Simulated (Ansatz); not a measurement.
Candidates: PbClF (P4/nmm, No. 129), SnF₄ (I4/mmm, No. 139), HfCl₄ (P2/c, No. 13), BeCl₂ (Ibam, No. 72), AlCl₃ (C2/m, No. 12), GaI₃ (P2₁/c, No. 14). Level: PBEsol (PAW; Ansatz, a program for electronic structure).

Ansatz's runs of these crystals have no spin polarisation.

Spin–orbit coupling is left out, also for the solids with elements from indium on (PbClF, SnF4, HfCl4, GaI3); its size isn't shown.

Ansatz's density-functional and Hartree–Fock values are scalar-relativistic unless marked +SOC, with PAW data made under PBE.

Question: Which of them have a computed volume per atom between 17 and 25 Å³/atom?

Answer: PbClF (P4/nmm, No. 129), AlCl₃ (C2/m, No. 12). The values: PbClF (P4/nmm, No. 129) 19.85 Å³/atom; SnF₄ (I4/mmm, No. 139) 13.79 Å³/atom; HfCl₄ (P2/c, No. 13) 30.45 Å³/atom; BeCl₂ (Ibam, No. 72) 25.84 Å³/atom; AlCl₃ (C2/m, No. 12) 24.19 Å³/atom; GaI₃ (P2₁/c, No. 14) 40.54 Å³/atom.
